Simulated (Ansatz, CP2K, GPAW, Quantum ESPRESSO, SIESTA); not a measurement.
**TaAs (I4_1md, 4 atoms in the cell) computed with different codes at matched settings**

Self-consistent single point.

```xyz
4
Lattice="-1.7476 1.7476 5.9560 1.7476 -1.7476 5.9560 1.7476 1.7476 -5.9560" Properties=species:S:1:pos:R:3 pbc="T T T"
Ta     1.7476     0.0000     5.9556
Ta     0.0000     0.0000     8.9336
As     1.7476     0.0000     0.9843
As     0.0000     0.0000     3.9623
```

Shared settings, as Ansatz (a program for electronic structure) writes them: kpoints.mp_grid.grid = 8 8 8; scf.occupations.method = fermi_dirac; scf.occupations.width = 0.1 eV. Potentials and cutoffs stand in the table.

| code | model | pressure (GPa) | largest force (eV/Å) | cutoff |
|---|---|---|---|---|
| Ansatz | LDA (PW92), PAW files made with PBE | -14.23 | 0.002 | 420 eV |
| GPAW | LDA (Perdew-Wang 92), GPAW PAW datasets LDA (gpaw-data 1.0.1) | -13.96 | 0.005 | 550 eV |
| SIESTA | LDA PW92, numerical atomic orbitals TZP, PseudoDojo LDA standard norm-conserving potentials (rewritten from UPF to PSML) | -13.53 | 0.053 | grid 350 Ry |
| CP2K | LDA (Pade form), GPW, DZVP-MOLOPT-SR-GTH basis, GTH-PADE potentials (GTH_POTENTIALS) | -26.79 | 0.060 | grid 500 Ry |
| Quantum ESPRESSO | LDA (PZ), GBRV 1.5 ultrasoft (LDA) pseudopotentials | -14.51 | 0.002 | 40 Ry |

On Ansatz's run: spin-orbit coupling is off. Spin polarisation is off.

The spread over the programs that give each value: pressure within 13.26 GPa; largest force within 0.058 eV/Å.

SIESTA and CP2K use small atom-centred bases, whose incompleteness enters pressures, forces and empty levels differently from a plane-wave cutoff. Ansatz's pressure is given at a fixed set of plane waves, as the other plane-wave codes print theirs. The same LDA comes in different parametrisations, which differ slightly. In the pressure, CP2K (by 12.57) lies more than 1 GPa from the median of the plane-wave programs.

The starting cell comes from a database of computed structures (which also holds hypothetical and non-ambient phases and stackings), without a prior relaxation at this level. Its lattice was rescaled by a random factor within 2.5 % of one.

Left out of this page: Elk (not drawn, or without a comparable value).

Keys are those of Ansatz 0.2.
